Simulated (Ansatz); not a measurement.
```xyz
6
Lattice="2.8770 0.0000 0.0000 -1.4385 2.4915 0.0000 0.0000 0.0000 7.4100" Properties=species:S:1:pos:R:3 pbc="T T T"
Tc     0.0000     1.6610     1.8525
Tc     1.4385     0.8305     5.5575
B      0.0000     1.6610     7.0508
B      1.4385     0.8305     0.3592
B      1.4385     0.8305     3.3458
B      0.0000     1.6610     4.0642
```

TcB₂ (P6_3/mmc), PBEsol, DFPT electron-phonon coupling, linearised Boltzmann equation (plane waves, PAW, scalar-relativistic; Ansatz, an electronic-structure program): the phonon-limited resistivity at 300 K is 11.9 μΩ·cm (x, the basal plane), 11.9 μΩ·cm (y, the basal plane), 2.96 μΩ·cm (z, c). Third figures are kept for the arithmetic.

Problem. How anisotropic is it, and between which bounds lies a dense polycrystal with random grains and no boundary scattering?

Solution. Largest over smallest: 4.0. Upper bound, grains in series: (11.9 + 11.9 + 2.96)/3 = 8.9 μΩ·cm. Lower bound, grains side by side: 3/Σ(1/ρ) = 5.9 μΩ·cm. The best single-crystal direction lies 50 % under the lower bound.

Problem. The current-weighted mean free path is 16.0 nm along x and 25.7 nm along z. How does ρ₀ℓ differ between these directions?

Solution. x: 11.9 × 16.0 = 19.0×10⁻¹⁶ Ω·m²; z: 2.96 × 25.7 = 7.6×10⁻¹⁶ Ω·m², a ratio of 2.5. The size effect in a wire also hangs on the velocities towards its walls, so the isotropic formulas don't carry over to this crystal.

A metal at this level (no band gap). Only scattering by harmonic phonons is included (no impurities, grain boundaries, electron-electron scattering or thermal expansion). Spin-orbit coupling is left out. Halving the electron mesh (32x32x12) moves the resistivity by up to 1 % at 300 K, the mean free path by up to 2 %. Smearing 0.20 eV; phonons on a 6x6x2 q mesh, which this run doesn't test.

Computed structure with no diffraction record at hand here (it may be known, metastable or hypothetical): TcB2 (P6_3/mmc).
